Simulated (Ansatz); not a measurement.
MgCu2 (model structure, started from the C15 type, Fd-3m, No. 227, 6 atoms in the cell) was calculated with r²SCAN (Ansatz, a first-principles code, PAW).

Run with plane-wave cutoff 560 eV, 14×14×14 k mesh, Fermi–Dirac smearing 0.05 eV, no spin polarisation, scalar-relativistic PAW data made under PBE.

Cell (relaxed at this level):

```
Cu2Mg
1.0
    0.00000     3.47864     3.47864
    3.47864     0.00000     3.47864
    3.47864     3.47864     0.00000
Cu Mg
4 2
Direct
  0.12500   0.12500   0.12500
  0.62500   0.12500   0.12500
  0.12500   0.62500   0.12500
  0.12500   0.12500   0.62500
  0.75000   0.75000   0.75000
  0.50000   0.50000   0.50000
```

Give the computed bulk modulus.


* **bulk modulus**: 104 GPa

The run finds no gap.

Note: the bulk modulus is −V dP/dV from two relaxed cells at ±2 % in volume.

Static lattice: no zero-point or thermal effects.

A model structure was made by putting elements into a prototype or built by hand; here it ended with the formula and space group of a phase in our tables.
